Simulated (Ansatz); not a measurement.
## Effect of uniaxial stress, 0.5 GPa compression along z on SnO2

Base system: SnO2 in the rutile structure (space group P4_2/mnm, No. 136; a = 4.7599 Å, c = 3.2008 Å). Axes: x, y, z lie along a, b, c of the conventional cell.

Perturbation: uniaxial stress, 0.5 GPa compression along z; all other stress components relax to zero.

The values are results of r2SCAN in Ansatz (plane waves to 500 eV, PAW, no spin-orbit coupling), not measurements. Settings: 7×7×10 k-points, 0.05 eV Fermi–Dirac smearing.

- Volume per atom: 12.08 Å³ (base 12.09 Å³)
- Energy relative to the base (free energy F): 0.0 meV/atom
- Band gap: 1.78 eV (base 1.77 eV)
- Gap character: direct at Γ (base direct at Γ)
- Electron mass: 0.19 mₑ along z, 0.23 mₑ across (at Γ) (base 0.19 mₑ along c, 0.22 mₑ across (at Γ))
- Valence-band top at Γ (three highest levels, from the VBM): 0.00, -0.77, -0.77 eV (base 0.00, -0.77, -0.77 eV)
- Strain response (xx, yy, zz): (+0.05, +0.05, −0.15) %

Effective masses come from finite differences of ±0.01 Å⁻¹. Beyond what the load breaks, stability against distortions was not tested.

Ansatz is a quantum-chemistry and plane-wave program.
